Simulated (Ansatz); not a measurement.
Consider GaCuSe2 in the chalcopyrite structure (space group I-42d, No. 122; a = 5.508 Å, c = 10.962 Å). Axes: x, y, z lie along a, b, c of the conventional cell.

Computed with DFT with LDA, PAW potentials and a 420 eV plane-wave cutoff in Ansatz (a program for electronic structure), no spin-orbit coupling.

The change: biaxial strain +2.25 %, plane normal [001], relaxed out of plane (Cartesian); in-plane vectors clamped, the third vector and the atoms free.

**Question.** What happens to the out-of-plane strain and energy relative to the base?

**Answer.** The out-of-plane strain is -2.77 %; the energy goes up by 5.8 meV/atom.

Stability against distortions was not tested. All final runs are without spin polarisation.
